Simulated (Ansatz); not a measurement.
**Carrier properties of SiC under load (space group P6_3mc)**

Consider the following.

```yaml
crystal:
  lattice:
    - [3.07704, 0.00000, 0.00000]
    - [-1.53852, 2.66479, 0.00000]
    - [0.00000, 0.00000, 5.02891]
  atoms:
    - { symbol: Si, position: [0.33333, 0.66667, 0.49936] }
    - { symbol: Si, position: [0.66667, 0.33333, 0.99936] }
    - { symbol: C, position: [0.33333, 0.66667, 0.87564] }
    - { symbol: C, position: [0.66667, 0.33333, 0.37564] }
```

Calculation: PBEsol with spin-orbit coupling, rigid bands (plane waves, PAW; Ansatz, a first-principles code). Condition of this run: uniaxial stress zz = 2 GPa (compression positive) (the target of the relaxation). Cell: cell and atoms relaxed with PBEsol, then loaded as said.

| Property | Value |
|---|---|
| band gap | 2.15 eV |
| electron conductivity mass (300 K, dilute) | 0.43 (x), 0.43 (y), 0.26 (z) mₑ |
| hole conductivity mass (300 K, dilute) | 1.28 (x), 1.28 (y), 1.41 (z) mₑ |
| effective density of states N_c (300 K) | 1.1e19 cm⁻³ |
| effective density of states N_v (300 K) | 7.0e19 cm⁻³ |
| density-of-states mass, electrons | 0.57 mₑ |
| density-of-states mass, holes | 1.99 mₑ |
| Seebeck coefficient, n-type 1e19 cm⁻³, 300 K | -230 μV/K |
| Seebeck coefficient, p-type 1e19 cm⁻³, 300 K | 400 μV/K |

Rigid bands; masses and Seebeck coefficients take one relaxation time τ for all states and one kind of carrier; polarons and phonon drag are left out.
